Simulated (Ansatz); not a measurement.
# Response to strain in hypothetical R-3m TlGaO2

The parent structure is TlGaO2 (space group R-3m, No. 166; a = 3.0697 Å, c = 19.1510 Å (hexagonal axes); a hypothetical phase, not in the database extracts checked; layered, stacked along the Cartesian z axis). Axes: x lies along a and z along c of the hexagonal cell.

Strains are applied to the cell and any free atomic positions relax; under biaxial strain the out-of-plane vector relaxes too; under stress the whole cell relaxes.

Level of theory: PBEsol in Ansatz (plane waves to 420 eV, PAW, no spin-orbit coupling).

Candidates:
(a) biaxial strain +3.35 %, plane normal [001], relaxed out of plane
(b) strain tensor (xx, yy, zz, yz, xz, xy) = (+1.29, +1.78, −0.46, −1.08, −0.21, +0.45) %
(c) uniaxial stress, 2 GPa compression along z
(d) biaxial strain −0.91 %, plane normal [001], relaxed out of plane

Notes on the quantities. energy relative to the base: free energy F.

Question: Order them by energy relative to the base, highest first.

Answer: (a) biaxial strain +3.35 %, plane normal [001], relaxed out of plane (+24 meV/atom), (b) strain tensor (xx, yy, zz, yz, xz, xy) = (+1.29, +1.78, −0.46, −1.08, −0.21, +0.45) % (+6.0 meV/atom), (d) biaxial strain −0.91 %, plane normal [001], relaxed out of plane (+2.0 meV/atom), (c) uniaxial stress, 2 GPa compression along z (+0.8 meV/atom)

A case with no gap was solved on a k-mesh chosen for an insulator, which is coarse for it. Beyond what the load breaks, stability against distortions was not tested. The final runs are not spin-polarised. No dispersion term is included in the PBEsol runs.

Ansatz is a first-principles code.
